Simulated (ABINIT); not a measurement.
Input and output of a self-consistent single point for PbF2 (Fm-3m, 3 atoms in the cell) (ABINIT).

Level of theory: BLYP, norm-conserving pseudopotentials (PseudoDojo nc-sr-05 PBE standard, files made for PBE) (plane waves; ABINIT).

```xyz
3
Lattice="0.0000 2.9585 2.9585 2.9585 0.0000 2.9585 2.9585 2.9585 0.0000" Properties=species:S:1:pos:R:3 pbc="T T T"
Pb     0.0000     0.0000     0.0000
F      4.4378     4.4378     4.4378
F      1.4793     1.4793     1.4793
```

Reference input (self-consistent single point, DFT, PBE, plane waves, norm-conserving pseudopotentials (PseudoDojo nc-sr-05 PBE standard)): pseudos = [Pb.upf, F.upf]; ecut = 84 Ry; occopt = 1; ngkpt = 10 10 10; nshiftk = 1; shiftk = 0 0 0; potentials = PseudoDojo nc-sr-05 PBE standard; nband = 16; kptopt = 1; nstep = 100; tolvrs = 1e-10; diemac = 12. This run's input differs from it in these lines:

```diff
@@ -17,2 +17,3 @@
 ecut 84 Ry
+ixc -106131
 occopt 1
```

Log, with long lists cut:

```
--- !BeginCycle
solver: {iscf: 7, nstep: 100, nline: 4, wfoptalg: 0, }
tolerances: {tolvrs: 1.00E-10, }
...

     iter   Etot(hartree)      deltaE(h)  residm     vres2
 ETOT  1  -118.25437494091    -1.183E+02 4.549E-01 1.009E+02
 ETOT  2  -119.07639876355    -8.220E-01 1.865E-02 1.624E+02
 ETOT  3  -118.96543157367     1.110E-01 7.086E-03 7.653E+02
 ETOT  4  -119.09501560736    -1.296E-01 4.424E-03 3.582E+01
 ETOT  5  -119.10271575857    -7.700E-03 4.850E-03 4.054E-01
   [... 4 lines left out ...]
 ETOT 10  -119.10280516311    -4.667E-10 2.206E-04 1.255E-07
 ETOT 11  -119.10280516313    -1.766E-11 4.591E-04 1.341E-08
 ETOT 12  -119.10280516313    -1.720E-12 2.242E-04 1.903E-10
 ETOT 13  -119.10280516313     6.395E-13 2.934E-04 1.099E-11
 At SCF step   13       vres2   =  1.10E-11 < tolvrs=  1.00E-10 =>converged.

 Cartesian components of stress tensor (hartree/bohr^3)
  sigma(1 1)= -1.81032146E-04  sigma(3 2)=  0.00000000E+00
  sigma(2 2)= -1.81032146E-04  sigma(3 1)=  0.00000000E+00
  sigma(3 3)= -1.81032146E-04  sigma(2 1)=  0.00000000E+00

 ----iterations are completed or convergence reached----

 reduced coordinates (array xred) for    3 atoms
       0.000000000000      0.000000000000      0.000000000000
       0.750000000000      0.750000000000      0.750000000000
       0.250000000000      0.250000000000      0.250000000000
 cartesian forces (eV/Angstrom) at end:
    1     -0.00000000000000     0.00000000000000     0.00000000000000
    2      0.00000000000000    -0.00000000000000     0.00000000000000
   [... lines left out ...]
 Fermi (or HOMO) energy (hartree) =   0.07129   Average Vxc (hartree)=  -0.34376
 Fermi (or HOMO) energy (eV) =   1.93987   Average Vxc (eV)=  -9.35422
   [... lines left out ...]
total_energy        : -1.19102805163132E+02
total_energy_eV     : -3.24095215009678E+03
band_energy         : -7.61725687477102E+00
...

-Cartesian components of stress tensor (GPa)         [Pressure=  5.3261E+00 GPa]
- sigma(1 1)= -5.32614873E+00  sigma(3 2)=  0.00000000E+00
- sigma(2 2)= -5.32614873E+00  sigma(3 1)=  0.00000000E+00
- sigma(3 3)= -5.32614873E+00  sigma(2 1)=  0.00000000E+00

 Calculation completed.
```

The run converged in 13 iterations. Against the reference run the pressure goes from 2.86 to 5.33 GPa and the gap on the mesh goes from 4.444 to 4.512 eV.

The starting cell comes from a database of computed structures (which also holds hypothetical and non-ambient phases and stackings), without a prior relaxation at this level. Its lattice was rescaled by a random factor within 2.5 % of one. Spin-orbit coupling is off. The potentials were made for another functional than the one used. With a pressure of about 5 GPa the cell is away from its equilibrium volume at this level.

Cost on one core of a shared machine: roughly 90 s.
